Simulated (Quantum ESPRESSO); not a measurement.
Pressure against volume in CsCl-type RuAl (space group 221) (Quantum ESPRESSO, LDA)

```
RuAl
1.0
    2.87371     0.00000     0.00000
    0.00000     2.87371     0.00000
    0.00000     0.00000     2.87371
Al Ru
1 1
Direct
  0.50000   0.50000   0.50000
  0.00000   0.00000   0.00000
```

Computed with LDA (PZ), GBRV 1.5 ultrasoft (LDA) pseudopotentials (plane waves; Quantum ESPRESSO). Settings: ecutwfc = 52 Ry; ecutrho = 416 Ry; occupations = smearing; smearing = fd; degauss = 0.0036749 Ry; potentials = {Al: al_lda_v1.uspp.F.UPF, Ru: ru_lda_v1.2.uspp.F.UPF}; K_POINTS = automatic 20 20 20 0 0 0; conv_thr = 1e-10 Ry. The cell above is the first row's. The rows scale it uniformly. In all rows fractional positions and the k mesh are held.

```
V (Å^3/atom)  P (GPa)
------------  -------
11.866              ?
12.124          16.40
12.382          10.32
12.640           4.86
12.898          -0.05
13.156          -4.44
13.414          -8.39
13.672         -11.93
13.929         -15.11
```

Task: Fit P against V with a cubic, and predict the withheld value at V = 11.866.

Result: With u = V - 13.0, the rows have u = -0.8760, -0.6180, -0.3600, -0.1020, 0.1560, 0.4140, 0.6720, 0.9290. Least squares gives P = -1.843 - 17.2323·u + 3.6522·u² - 0.5121·u³. Residuals (row less fit): 0.001, -0.002, 0.002, -0.003, 0.004, -0.002, -0.001, 0.000; standard error 0.003 (degrees of freedom: 4). The fitted pressure is zero at V0 = 12.90, where dP/dV = -18.01, so B0 = -V0·dP/dV = 232 GPa. At the withheld row, u = -1.1340, so P = -1.843 - 17.2323 × (-1.1340) + 3.6522 × (-1.1340)² - 0.5121 × (-1.1340)³ = 23.142 GPa. The calculation gives 23.18 GPa, 0.038 GPa above the prediction (0.1 % of the range of P in the table). The row lies outside the fitted rows, so this is an extrapolation. From the scatter of the fitted rows alone, a prediction at this place has a standard error of 0.009 GPa, so the miss is 4.2 times that.

Carrying the step between the two nearest rows on in a straight line would have given 22.48, off by 0.70; series whose last step already gives the withheld value aren't shown. The scan was laid around a cell of about the measured size, scaled by a guess for this functional. The runs keep the symmetry of the cell, so they don't test it for distortions. Spin polarisation is off. Cutoffs and mesh are single choices, not tested for convergence of this quantity. Series with a scatter that would blur these digits, or in which a gap closes, are not shown.

Terms beyond the fitted order, or numerical noise in single rows, can give a miss of this size; the table doesn't tell which.
